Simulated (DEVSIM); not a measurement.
Structure: Mo/SiO2/p-GaSb capacitor, at 300 K.

Layer 1 from the left is SiO2, thickness (nm) 3.70. Layer 2 from the left is GaSb, thickness (nm) 2900, Na (cm⁻³) 4.4e16.

Metal gate on the left, work function 4.6 eV. Fixed charge at the semiconductor interface 1.1e10 cm⁻² (in units of +e); no interface traps.

The device is made up for the run: typed textbook-type constants, with dimensions and the other settings drawn at random. Values at 300 K.

SiO2: gap (eV) 9, affinity (eV) 0.9, permittivity 3.9. GaSb: gap (eV) 0.726, affinity (eV) 4.06, permittivity 15.7, Nc (cm⁻³) 2.1e17, Nv (cm⁻³) 1.8e19.

Q: Estimate by hand the flat-band voltage, the threshold voltage, and compare with a numerical solution.

A: 
- Flat-band voltage: C = 0.933 μF/cm², work-function difference -0.031 V; VFB = φms − qNf/C = -0.03 V; numerical -0.03 V.
- Threshold voltage: φF = 0.265 V, depletion charge √(4εqNφF) = 1.02e-7 C/cm²; VT = VFB + 2φF + Qd/C = 0.61 V; numerical 0.61 V.

Model (solved in DEVSIM): 1D Poisson equation in equilibrium, Boltzmann statistics, complete ionisation; no quantum confinement or tunnelling. Metal contacts follow the ideal Schottky-Mott rule: no Fermi-level pinning, no interface dipoles.
